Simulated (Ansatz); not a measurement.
Input and output of a self-consistent single point for CaSe (Fm-3m, 2 atoms in the cell) (Ansatz, a first-principles code)

Method of the run: PBE (plane waves, PAW; Ansatz).

This input was run:

Ansatz 0.2 input:
```yaml
crystal:
  lattice:
    - [0.000000, 2.960000, 2.960000]
    - [2.960000, 0.000000, 2.960000]
    - [2.960000, 2.960000, 0.000000]
  atoms:
    - { symbol: Ca, position: [0.000000, 0.000000, 0.000000] }
    - { symbol: Se, position: [0.500000, 0.500000, 0.500000] }
basis:
  ecutwfc: 30.9 Ry
kpoints:
  mp_grid: { grid: [5, 5, 5] }
hamiltonian:
  xc: pbe
  pseudopotentials: { kind: paw }
scf:
  occupations: { method: fermi_dirac, width: 0.0015 Ry }
output:
  forces: true
  eigenvalues: true
  stress: true
```

Output (repeated stretches shortened):

```
WARN ansatz: RAYON_NUM_THREADS=1 ignored (pool sized by the plan → 1); use --threads N
Pseudopotentials: kind: paw
Pseudopotential: Ca, paw, valence charge 10
Pseudopotential: Se, paw, valence charge 16
Crystal: 2 atoms, lattice volume = 51.869 Å³
Basis set: ecut = 420.4159175005146 eV, 965 PW (Γ), exchange–correlation on 60×60×60 points (8 copies of the dense FFT grid, shifted against one another)
Bands: 17, of which v1, the nominal top of the filled ones, is band 13 counted from 1 (12 counted from 0)
Symmetry: 48 space group operations
Space group: Fm-3m (ITA 225), of the structure as read, at distance tolerance 3.7e-5 Å
k-points: 10 of 125
Initial density: superposition of atomic densities (neutral atoms: chi_scale 0, normalization atom), corrected by the library's trained network
Initial wavefunctions: pseudopotential atomic-orbital guess
Eigensolver: davidson
Functional: x = pbe(κ = 0.804, μ = 0.2195149727645171), c = pbe(β = 0.06672455060314922)
SCF iter   1: F=—  HF=-7289.996498 eV  |F-HF|=—  |Δ(HF+E_count)|=         —  Δρ=5.02e-4  dr2=1.21e-4  ethr=1.77e-3  ⟨swp⟩=6.9  Hψ=988  notcnv=0
all-band conjugate gradients solve this SCF's bands
preconditioner: auto → none
SCF iter   2: F=—  HF=-7289.996533 eV  |F-HF|=—  |Δ(HF+E_count)|=   3.47e-5  Δρ=4.02e-4  dr2=1.68e-4  ethr=4.66e-7  ⟨swp⟩=2.3  Hψ=401  notcnv=0
SCF iter   3: F=—  HF=-7289.996492 eV  |F-HF|=—  |Δ(HF+E_count)|=   4.10e-5  Δρ=1.20e-4  dr2=6.26e-6  ethr=4.66e-7  ⟨swp⟩=3.0  Hψ=300  notcnv=0
SCF iter   4: F=—  HF=-7289.996503 eV  |F-HF|=—  |Δ(HF+E_count)|=   1.16e-5  Δρ=5.27e-5  dr2=7.17e-7  ethr=2.41e-8  ⟨swp⟩=2.0  Hψ=211  notcnv=0
iter 5 did not close the SCF: its close was put off for the readings that it lacked (scf_convergence_deferred on its scf_iter line)
SCF iter   5: F=-7289.996505 eV  HF=-7289.996505 eV  |F-HF|=1.40e-8  |Δ(HF+E_count)|=   2.01e-6  Δρ=1.09e-5  dr2=5.60e-8  ethr=2.76e-9  ⟨swp⟩=2.0  Hψ=237  notcnv=0
SCF iter   6: F=-7289.996505 eV  HF=-7289.996505 eV  |F-HF|=1.21e-8  |Δ(HF+E_count)|=   4.05e-8  Δρ=3.57e-6  dr2=1.31e-8  ethr=2.15e-10  ⟨swp⟩=2.0  Hψ=596  notcnv=0
SCF 1 converged in 6 iterations: F = -7289.996505 eV  dr2 = 1.31e-8
SCF converged after 6 iterations
Free energy (F): -7289.996505 eV
Harris-Foulkes:  -7289.996505 eV  (|F-HF|=1.21e-8)
Internal energy: -7289.996505 eV  (E = F + TS)
E sigma→0 (E₀):  -7289.996505 eV
Fermi energy:    8.122899 eV
--- Per-component energies (eV) ---
  E_band       = -511.539135
  E_kinetic    = 398.642672
  E_local      = -3207.088369  (includes V_loc(G=0)·N_el)
  E_nonlocal   = -533.251492
  E_hartree    = 1473.139258
  E_xc         = -243.247653
  E_vxc        = -271.761966  (∫ρ·V_xc dr)
  E_paw        = -2769.016029  (= ΣΔE_a)
  E_vpaw       = 155.644336  (= ΣTr[D̂ρ^β])
  E_aug_tail   = -0.000587  (compensation charges beyond the density's cutoff)
  E_ewald      = -2409.174307
  E_smearing   = -0.000000  (= −TS)
  E_closure    = -0.000000  (closes the sum)
  Σ components = -7289.996505   (vs F -7289.996505, Δ=0.00e0)
--- Forces (eV/Å), atoms counted from 1 ---
  atom   1  Ca    -0.00000000    -0.00000000     0.00000000
  atom   2  Se     0.00000000     0.00000000     0.00000000
  max |Σ_I F_I| component: 2.20e-29 eV/Å
--- Stress (GPa, compression-positive) ---
        0.991421      -0.000000      -0.000000
        0.000000       0.991421       0.000000
        0.000000      -0.000000       0.991421
  P = ⅓ Tr σ = 0.9914 GPa (9.914 kbar)
  The stress holds the Pulay correction. Without it, at fixed plane waves, as pw.x and ABINIT print it: P = 0.9846 GPa
--- Band table (eV; the first three rows and the last of 10) ---
  k-point 0: bands = ["-38.7989", "-38.7989", "-38.7935", "-38.7935", "-38.7935", "-32.7211", "-13.7128", "-13.7128", "-13.7128", "-4.7362", "7.0522", "7.0522", "7.0522", "10.3850", "10.7618", "10.7618", "10.7618"]
  k-point 1: bands = ["-38.7989", "-38.7989", "-38.7935", "-38.7935", "-38.7935", "-32.7188", "-13.7523", "-13.7153", "-13.7153", "-4.5155", "5.5380", "6.5421", "6.5421", "10.7094", "11.2515", "11.2515", "12.2504"]
  k-point 2: bands = ["-38.7989", "-38.7989", "-38.7935", "-38.7934", "-38.7934", "-32.7151", "-13.8147", "-13.7194", "-13.7194", "-4.1210", "4.0068", "5.9495", "5.9495", "11.2567", "12.2810", "12.2810", "12.9079"]
  k-point 9: bands = ["-38.7990", "-38.7989", "-38.7935", "-38.7934", "-38.7933", "-32.7126", "-13.7852", "-13.7584", "-13.7394", "-4.0899", "4.6272", "5.3829", "5.6707", "10.8849", "12.0818", "12.3193", "12.9811"]
```

The run converged in 6 iterations.

The starting cell has typed, rounded lattice constants, without a prior relaxation at this level. Ansatz's pressure includes its estimate of the finite-basis (Pulay) stress. Another mesh or the band path of this cell gives a smaller gap, so this value is not converged in the mesh.
